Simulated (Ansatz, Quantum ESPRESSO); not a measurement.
**Sb (Pm-3m, 1 atom in the cell) computed with different codes at matched settings**

Self-consistent single point.

```
CELL_PARAMETERS angstrom
      3.15148     0.00000     0.00000
      0.00000     3.15148     0.00000
      0.00000     0.00000     3.15148
ATOMIC_POSITIONS crystal
  Sb 0.00000 0.00000 0.00000
```

Shared settings, as Ansatz (an electronic-structure program) writes them: kpoints.mp_grid.grid = 14 14 14; magnetization.spin_orbit = true; scf.occupations.method = gaussian; scf.occupations.width = 0.02 Ry. Potentials and cutoffs stand in the table.

```csv
code,model,pressure (GPa),cutoff
Quantum ESPRESSO,"PBEsol, spin-orbit coupling, PseudoDojo fully relativistic norm-conserving (PBESOL) pseudopotentials",-4.37,80 Ry
Ansatz,"PBEsol with spin-orbit coupling, default PAW files made with PBE",-4.30,default
```

The spread over the programs that give each value: pressure within 0.07 GPa.

Ansatz's pressure is given at a fixed set of plane waves, as the other plane-wave codes print theirs; with its correction for the finite basis it is -4.27 GPa.

The starting cell comes from a database of computed structures (which also holds hypothetical and non-ambient phases and stackings), without a prior relaxation at this level. Its lattice was rescaled by a random factor within 2.5 % of one.

Left out of this page: Elk (with a known weakness of the program); FLEUR and SIESTA (not drawn, or without a comparable value).

Keys are those of Ansatz 0.2.
